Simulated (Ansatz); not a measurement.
# Amorphous Si15Al24O66

The cell was made by melting and quenching with the CHGNet potential and then relaxed with DFT. O atoms were pushed apart under 1.9 Å during the dynamics, to hinder bonds among them. The hot cell started wider than the set density and was brought back towards it in steps. It is the lowest in DFT energy of 2 quenches. It is a model cell: composition and starting density were chosen by hand, and all elements were melted together. No dispersion term was used.

Methods: PBE, scalar-relativistic without spin-orbit coupling (Ansatz, an electronic-structure program); r2SCAN, scalar-relativistic without spin-orbit coupling (Ansatz). Geometry, pressure, stress and energy are those of the PBE run. Its sampling: a 2×2×2 Γ-centred mesh; Fermi-Dirac width 0.02 eV; no spin polarisation. Other functionals are single points at the zone centre (r2SCAN at 500 eV), free to take moments where seeds were set. At PBE the levels at the filled edge of the gap are localised (band-tail or defect states), and the nearest spread-out levels lie 4.2 eV apart at the zone centre.

| Quantity | Value |
|---|---|
| Number of atoms in the cell | 105 |
| Density (volume relaxed, without dispersion) | 2.66 g/cm^3 |
| Volume per atom | 12.61 Å^3 |
| Pressure on a 2×2×2 Γ-centred mesh | 0.04 GPa |
| Largest force and stress component on that mesh (the relaxation ran on the zone centre alone) | 0.02 eV/Å and 1.1 GPa |
| Energy relative to corundum + alpha cristobalite (lowest mix at this level among the phases computed, not always the ambient ones) | 0.172 eV/atom |
| Level gap on a 2×2×2 Γ-centred mesh (PBE) | 3.62 eV |
| Level gap at the zone centre (PBE) | 3.63 eV |
| Level gap at the zone centre (r2SCAN) | 4.24 eV |

Bonds are counted up to Si-Si 2.60 Å, Si-Al 2.55 Å, Si-O 1.98 Å, Al-Al 2.66 Å, Al-O 2.28 Å, O-O 1.58 Å. Two cations that share two anions don't count as bonded, nor two that share one unless they lie closer than Si-Si 2.38 Å, Si-Al 2.48 Å, Al-Al 2.59 Å.

```yaml
Mean coordination of Si by anions: 4.00 (15 with 4)
Mean coordination of Al by anions: 4.42 (14 with 4, 10 with 5)
Mean coordination of O: 2.52 (32 with 2, 34 with 3)
Mean Al-O bond: 1.845 Å (spread 0.106 Å, 106 counted)
Mean Si-O bond: 1.646 Å (spread 0.051 Å, 60 counted)
```

Its density started from a set value of 2.74 g/cm³. The quench (nominally 280 K/ps over its main leg) was far faster than any real one, so the model tends to hold more defects than a real film. One small periodic cell is one sample of the glass; other quenches scatter about these values. The volume was free in the relaxation, at fixed shape. Stress components on the final sampling reach 1.1 GPa.
